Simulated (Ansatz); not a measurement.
## (Mo,Ti): MoTi₃

A 16-atom cell of (Mo,Ti) started in the body-centred cubic structure, site fractions Mo 0.250, Ti 0.750, short-range order 0.00 among the nearest mixed sites of the first mixed sublattice (0 is random, a negative value favours unlike neighbours), space group P1 at the end.

The numbers are results of PBE (plane waves to 420 eV, PAW; Ansatz, a first-principles code), not measurements. Scalar-relativistic, without spin–orbit coupling; the runs are not spin-polarised. Its k-point mesh 5×6×5, Fermi–Dirac width 0.05 eV.

| Item | Result |
|---|---|
| volume per atom | 16.64 Å³ |
| Ti–Ti bonds (within 1.22 times the sum of covalent radii) | 2.987 Å on average, from 2.661 to 3.692 (62) |
| Mo–Ti bonds (within 1.22 times the sum of covalent radii) | 2.970 Å on average, from 2.607 to 3.396 (44) |
| Mo–Mo bonds (within 1.22 times the sum of covalent radii) | 2.921 Å on average, from 2.644 to 3.276 (6) |
| check of the structure type | not passed: over a tenth of the atoms count other neighbours than the ideal type within 1.2 times their shortest bond (scaled by covalent radii), so no mixing enthalpy is given |

```xyz
16
Lattice="1.5451 -4.8682 -4.7316 4.7803 1.6412 4.7618 -4.8126 -4.9942 1.6436" Properties=species:S:1:pos:R:3 pbc="T T T"
Ti    -1.7709    -8.1833    -1.4695
Mo    -0.1003    -6.6239    -3.0927
Ti    -3.3322    -6.3944    -0.0693
Ti    -1.5886    -4.8664    -1.5786
Ti    -0.0131    -6.7571     0.0823
Ti     1.6189    -5.0857    -1.5366
Ti    -1.6181    -4.9319     1.6255
Ti     0.0228    -3.1199     0.0271
Ti     1.4504    -4.8902     1.6402
Ti     3.0867    -3.2117     0.0703
Ti     0.0288    -0.1524     0.1356
Mo    -0.0745    -3.2468     3.1552
Mo     1.6292    -1.6626     1.5958
Ti     4.8740    -1.6371     1.6096
Mo     1.6167    -1.6913     4.8658
Ti     3.1254    -0.0251     3.1121
```
